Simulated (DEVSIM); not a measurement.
System: illuminated Si n-on-p cell, one wavelength, at 300 K.

| layer (left to right) | material | thickness (μm) | Nd (cm⁻³) | Na (cm⁻³) | τn (s) | τp (s) | absorption coefficient (cm⁻¹) |
|---|---|---|---|---|---|---|---|
| 1 | Si | 0.0830 | 2.7e18 | - | 7.5e-5 | 9.4e-6 | 280 |
| 2 | Si | 36.0 | - | 1e16 | 0.00015 | 0.00015 | 280 |

Left contact: ohmic, minority hole recombination velocity 700 cm/s. Right contact: ohmic, minority electron recombination velocity 3e6 cm/s. Voltage is applied to the left contact. Recombination: SRH at mid-gap, radiative, Auger. Light enters at the left, 1.3e18 photons cm⁻² s⁻¹, one pass, no reflection. Mobility is μmin + (μ − μmin)/(1 + (N/Nref)^α).

This is a model device: material constants are rounded textbook-type values typed into the input, and sizes, dopings and lifetimes were drawn at random. Values at 300 K; Nc and Nv go as T^1.5, mobilities as T to minus their exponent, the gap by Varshni's rule with the affinity fixed.

| parameter | Si |
|---|---|
| gap (eV) | 1.124 |
| affinity (eV) | 4.05 |
| permittivity | 11.7 |
| Nc (cm⁻³) | 2.86e19 |
| Nv (cm⁻³) | 3.1e19 |
| μn (cm²/Vs) | 1417 |
| μp (cm²/Vs) | 470 |
| μn,min | 52 |
| μp,min | 45 |
| Nref,n | 9.7e16 |
| Nref,p | 2.2e17 |
| αn | 0.68 |
| αp | 0.72 |
| T exponent of μn | 2.3 |
| T exponent of μp | 2.2 |
| B (cm³/s) | 4.7e-15 |
| Cn (cm⁶/s) | 2.8e-31 |
| Cp (cm⁶/s) | 9.9e-32 |
| Varshni α (eV/K) | 0.000473 |
| Varshni β (K) | 636 |

Model (solved in DEVSIM): 1D drift-diffusion, Boltzmann statistics, complete ionisation; no tunnelling, impact ionisation, image-force lowering or self-heating.

The temperature was swept, all else fixed.

```csv
temperature (K),dark forward voltage at 1 A/cm² (V),open-circuit voltage (V),potential step across the device at zero bias (V),fill factor
250,0.743,0.687,0.924,0.86
300,0.644,0.577,0.855,0.82
350,0.543,0.464,0.783,0.77
400,0.440,0.350,0.708,0.70
450,0.335,0.233,0.631,0.58
500,0.229,0.118,0.551,0.43
```

From the first row to the last the dark forward voltage at 1 A/cm² goes from 0.743 to 0.229. From the first row to the last the open-circuit voltage goes from 0.687 to 0.118.
